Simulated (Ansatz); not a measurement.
Take PbSe in the rock salt structure (space group Fm-3m, No. 225; a = 6.1780 Å) as the base. Axes: x, y, z lie along the cube axes.

Structures relaxed with Kohn–Sham DFT with the r2SCAN functional, run in Ansatz (a first-principles code) with PAW and 500 eV plane waves, no SOC.

Base:

Simulated powder pattern, Cu Kα, λ = 1.54184 Å (kinematic, ideal powder, no thermal factors, no anomalous dispersion; the 8 strongest lines at most, above 2 %, up to 2θ = 90°):

| 2θ (°) | I/Imax (%) | hkl |
|---|---|---|
| 24.96 | 36 | (111) |
| 28.90 | 100 | (200) |
| 41.33 | 77 | (220) |
| 48.90 | 19 | (311) |
| 51.22 | 28 | (222) |
| 59.89 | 13 | (400) |
| 67.84 | 37 | (420) |
| 75.37 | 27 | (422) |

It is then changed as follows: tensile biaxial strain of 2.50 % in the plane normal to [001], as in epitaxy on a mismatched substrate; the out-of-plane cell vector and the atoms relax.

### Question
How do the reflections move or split?

### Answer

Simulated powder pattern, Cu Kα, λ = 1.54184 Å (kinematic, ideal powder, no thermal factors, no anomalous dispersion; the 8 strongest lines at most, above 2 %, up to 2θ = 90°):

| 2θ (°) | I/Imax (%) | hkl |
|---|---|---|
| 24.60 | 52 | (111) |
| 28.18 | 100 | (200) |
| 29.06 | 46 | (002) |
| 40.28 | 39 | (220) |
| 40.93 | 74 | (202) |
| 47.77 | 19 | (311) |
| 50.43 | 41 | (222) |
| 73.66 | 27 | (422) |

The indices refer to the base's conventional cell; one index is shown for lines that coincide. The space group is now I4/mmm (No. 139).

No phonon test of stability was made.
